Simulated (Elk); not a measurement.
A self-consistent single point of Pt (Fm-3m, 1 atom in the cell) with Elk.

Method of the run: PBEsol, all-electron FP-LAPW, Elk's shipped species files, LAPW+lo basis (Elk).

```xyz
1
Lattice="0.0000 1.9541 1.9541 1.9541 0.0000 1.9541 1.9541 1.9541 0.0000" Properties=species:S:1:pos:R:3 pbc="T T T"
Pt     0.0000     0.0000     0.0000
```

Reference input (self-consistent single point, DFT, PBEsol, all-electron FP-LAPW, Elk's shipped species files, LAPW+lo basis): xctype = 22; rgkmax = 8; stype = 3; swidth = 0.00367493 Ha; ngridk = 8 8 8; gmaxvr = 14 1/bohr; nxoapwlo = 1; rmtscf = 0.88. This run's input differs from it in these lines:

```diff
@@ -39,3 +39,3 @@
 ngridk
-  8 8 8
+  11 11 11
```

The program printed (abridged):

```
│ Self-consistent loop started │
│ Loop number : 1 │
 total energy                :     -18438.9795401
│ Loop number : 2 │
 total energy                :     -18439.3485594
RMS change in Kohn-Sham potential (target) :   0.2190422108     (  0.1000000000E-05)
Absolute change in total energy (target)   :   0.3690192989     (  0.1000000000E-03)
│ Loop number : 3 │
 total energy                :     -18440.2843533
RMS change in Kohn-Sham potential (target) :   0.1978805957     (  0.1000000000E-05)
Absolute change in total energy (target)   :    1.028048760     (  0.1000000000E-03)
│ Loop number : 4 │
   [... lines left out ...]
Absolute change in total energy (target)   :   0.2509195183E-03 (  0.1000000000E-03)
│ Loop number : 12 │
 total energy                :     -18441.6293449
RMS change in Kohn-Sham potential (target) :   0.4105926012E-05 (  0.1000000000E-05)
Absolute change in total energy (target)   :   0.1794143827E-03 (  0.1000000000E-03)
│ Loop number : 13 │
 total energy                :     -18441.6294741
RMS change in Kohn-Sham potential (target) :   0.2051189626E-06 (  0.1000000000E-05)
Absolute change in total energy (target)   :   0.8429964146E-04 (  0.1000000000E-03)
Convergence targets achieved

│ Loop number : 14 │

Energies :
 Fermi                       :     0.468467856588
 total energy                :     -18441.6294616

Density of states at Fermi energy :    46.87346482
 (states/Hartree/unit cell)

Estimated indirect band gap :   0.2378946479E-02
 from k-point     35 to k-point     28
Estimated direct band gap   :   0.1351802869E-01
 at k-point     35

Charges :
 core                        :    48.00000000
 valence                     :    30.00000000
 interstitial                :    1.593590450
 muffin-tins (core leakage)
  species :    1 (Pt)
   atom    1                 :    76.40640955     (  0.9043767243E-03)
 total in muffin-tins        :    76.40640955
 total calculated charge     :    77.99472968
 total charge                :    78.00000000
 error                       :   0.5270320947E-02

│ Self-consistent loop stopped │
```

The run converged in 14 iterations. The count includes the last loop, which Elk runs after its targets are met. Against the reference run the free energy drops by 15.7 meV/atom.

The starting cell has typed, rounded lattice constants, without a prior relaxation at this level. Its lattice was rescaled by up to half a per cent. Spin-orbit coupling is off. Spin polarisation is off. Values depend on the basis (sphere radii, cutoffs, local orbitals), which need not be converged. The log's line on a gap gives a spacing of levels on this mesh, which the program prints for metals too.
